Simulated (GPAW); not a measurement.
# Input and output of a self-consistent single point for ZrTiNi2 (Amm2, 4 atoms in the cell) (GPAW)

Computed with PBEsol, GPAW PAW datasets PBEsol (made by gpaw-setup) (plane waves; GPAW 25.7.0).

Input as run:

```python
from ase import Atoms
from ase.units import GPa
from gpaw import GPAW, PW

atoms = Atoms(['Zr', 'Ti', 'Ni', 'Ni'],
              cell=[[4.100303, 0.000000, 0.000000],
                    [0.000000, 1.563489, 4.867119],
                    [0.000000, -1.563489, 4.867119]],
              scaled_positions=[[0.500000, 0.144410, 0.144410],
                                [0.000000, 0.862020, 0.862020],
                                [0.000000, 0.579090, 0.579090],
                                [0.500000, 0.414470, 0.414470]],
              pbc=True)

calc = GPAW(mode=PW(850),
            xc='PBEsol',
            kpts={'size': (6, 8, 8), 'gamma': True},
            occupations={'name': 'methfessel-paxton', 'width': 0.1, 'order': 0},
            nbands=-10,
            convergence={'density': 1e-05},
            symmetry={'symmorphic': False, 'tolerance': 0.0005},
            maxiter=120)

atoms.calc = calc

energy = atoms.get_potential_energy()
print('Energy (eV):', round(energy, 6))
forces = atoms.get_forces()
print('Forces (eV/Ang):')
print(forces.round(5))
stress = atoms.get_stress()
print('Stress (GPa, Voigt):', (stress / GPa).round(4))
```

Log, with long lists cut:

```
Input parameters:
  convergence: {density: 1e-05}
  kpts: {gamma: True,
         size: (6, 8, 8)}
  maxiter: 120
  mode: {ecut: 850.0,
         name: pw}
  nbands: -10
  occupations: {name: methfessel-paxton,
                order: 0,
                width: 0.1}
  symmetry: {symmorphic: False,
             tolerance: 0.0005}
  xc: PBEsol

species:
  Zr:
    name: Zirconium
    Z: 40.0
    valence: 12
    core: 28
    charge: 0.0
    file: Zr.PBEsol.gz

    # Using partial waves for Zr as LCAO basis

  Ti:
    name: Titanium
    Z: 22.0
    valence: 12
    core: 10
    charge: 0.0
    file: Ti.PBEsol.gz

    # Using partial waves for Ti as LCAO basis

  Ni:
    name: Nickel
    Z: 28.0
    valence: 16
    core: 12
    charge: 0.0
    file: Ni.PBEsol.gz

    # Using partial waves for Ni as LCAO basis

Reference energy: -203700.776189  # eV

Spin-paired calculation

Convergence criteria:
 Maximum [total energy] change in last 3 cyles: 0.0005 eV / valence electron
 Maximum integral of absolute [dens]ity change: 1e-05 electrons / valence electron
 Maximum integral of absolute [eigenst]ate change: 4e-08 eV^2 / valence electron
 Maximum number of scf [iter]ations: 120

Symmetries present (total): 4
Symmetries with fractional translations: 0
384 k-points: 6 x 8 x 8 Monkhorst-Pack grid + [1/12,1/16,1/16]
84 k-points in the irreducible part of the Brillouin zone
       k-points in crystal coordinates                weights
   0:     0.00000000    0.00000000    0.00000000          1/384
   1:     0.00000000    0.12500000   -0.12500000          2/384
   2:     0.00000000    0.12500000    0.00000000          4/384
   [... 7 lines left out ...]
          ...
  83:     0.50000000    0.50000000    0.50000000          1/384

Wave functions: Plane wave expansion
  Cutoff energy: 850.000 eV
  Number of coefficients (min, max): 3497, 3548
  Pulay-stress correction: 0.000000 eV/Ang^3 (de/decut=0.000000)

Occupation numbers: Methfessel-Paxton:
  width: 0.1000  # eV
  order: 0

Eigensolver

Densities:
  Coarse grid: 28*35*35 grid
  Fine grid: 56*70*70 grid
  Total Charge: 0.000000

Density mixing:
  Method: separate
  Backend: pulay
  Linear mixing parameter: 0.05
  old densities: 5
  Damping of long wavelength oscillations: 50

Hamiltonian:
  XC and Coulomb potentials evaluated on a 56*70*70 grid
  External potential:
    NoExternalPotential

XC parameters: PBEsol with 2 nearest neighbor stencil

Number of atoms: 4
Number of atomic orbitals: 50
Number of bands in calculation: 38
Number of valence electrons: 56
Bands to converge: occupied

Density initialized from atomic densities
  38 bands from LCAO basis set

Atomic positions and initial magnetic moments

Positions:
   0 Zr     2.050152    0.000000    1.405721    ( 0.0000,  0.0000,  0.0000)
   1 Ti     0.000000   -0.000000    8.391108    ( 0.0000,  0.0000,  0.0000)
   2 Ni     0.000000    0.000000    5.637000    ( 0.0000,  0.0000,  0.0000)
   3 Ni     2.050152    0.000000    4.034550    ( 0.0000,  0.0000,  0.0000)

Unit cell:
           periodic     x           y           z      points  spacing
  1. axis:    yes    4.100303    0.000000    0.000000    28     0.1464
  2. axis:    yes    0.000000    1.563489    4.867119    35     0.0851
  3. axis:    yes    0.000000   -1.563489    4.867119    35     0.0851

  Lengths:   4.100303   5.112078   5.112078
  Angles:   35.617673  90.000000  90.000000

Effective grid spacing dv^(1/3) = 0.1221

     iter     time        total  log10-change:
                         energy   eigst   dens
iter:   1 --:--:--   -34.978592
iter:   2 --:--:--   -33.554396   -0.29  -1.43
iter:   3 --:--:--   -32.963526   -0.79  -1.48
iter:   4 --:--:--   -33.901111   -1.14  -1.57
iter:   5 --:--:--   -32.746876   -0.99  -1.59
iter:   6 --:--:--   -33.015224   -1.43  -1.96
iter:   7 --:--:--   -32.738551   -1.46  -1.86
iter:   8 --:--:--   -32.763463   -2.21  -2.02
iter:   9 --:--:--   -32.717440   -2.43  -2.19
iter:  10 --:--:--   -32.710446   -2.87  -2.47
iter:  11 --:--:--   -32.707458c  -4.11  -2.64
iter:  12 --:--:--   -32.706015c  -3.84  -2.73
iter:  13 --:--:--   -32.706135c  -3.89  -2.85
iter:  14 --:--:--   -32.705690c  -4.66  -2.96
iter:  15 --:--:--   -32.705511c  -4.90  -3.03
iter:  16 --:--:--   -32.705771c  -4.87  -3.08
iter:  17 --:--:--   -32.706080c  -4.38  -3.25
iter:  18 --:--:--   -32.706078c  -5.51  -3.53
iter:  19 --:--:--   -32.706019c  -5.03  -3.57
iter:  20 --:--:--   -32.706015c  -6.05  -4.22
iter:  21 --:--:--   -32.706014c  -6.76  -4.42
iter:  22 --:--:--   -32.706015c  -7.01  -4.48
iter:  23 --:--:--   -32.706015c  -7.76c -4.63
iter:  24 --:--:--   -32.706014c  -7.76c -4.69
iter:  25 --:--:--   -32.706014c  -8.03c -4.81
iter:  26 --:--:--   -32.706014c  -8.62c -5.12c

Converged after 26 iterations.

Dipole moment: (-0.000000, 0.000000, -3.107683) |e|*Ang

Energy contributions relative to reference atoms: (reference = -203700.776189)

Kinetic:         +6.638683
Potential:       -7.215507
External:        +0.000000
XC:             -32.737440
Entropy (-ST):   -0.013233
Local:           +0.614866
SIC:             +0.000000
--------------------------
Free energy:    -32.712631
Extrapolated:   -32.706014

Showing only first 2 kpts
 Kpt  Band  Eigenvalues  Occupancy
  0    26      8.48009    1.99803
  0    27      8.98672    0.00005
  0    28      9.17879    0.00000
  0    29      9.48237    0.00000

  1    26      7.85505    2.00000
  1    27      8.57141    1.92875
  1    28      8.87351    0.01356
  1    29      9.50602    0.00000

Fermi level: 8.69896

No gap
No difference between direct/indirect transitions
Energy (eV): -32.706014

Forces in eV/Ang:
  0 Zr    0.00000    0.00000   -0.18661
  1 Ti    0.00000    0.00000    0.20214
  2 Ni    0.00000    0.00000   -0.06884
  3 Ni    0.00000    0.00000    0.05316

Stress tensor:
     0.053791     0.000000     0.000000
     0.000000     0.040712     0.000000
     0.000000     0.000000     0.046583
Stress (GPa, Voigt): [8.6183 6.5227 7.4634 0.     0.     0.    ]
```

The run converged in 26 iterations. GPAW prints stress with tension positive.

The starting cell comes from a database of computed structures (which also holds hypothetical and non-ambient phases and stackings), without a prior relaxation at this level. Its lattice was rescaled by a random factor within 2.5 % of one. Spin polarisation is off. With a pressure of about -8 GPa the cell is away from its equilibrium volume at this level.

Cost on one core of a shared machine: roughly 3 min.
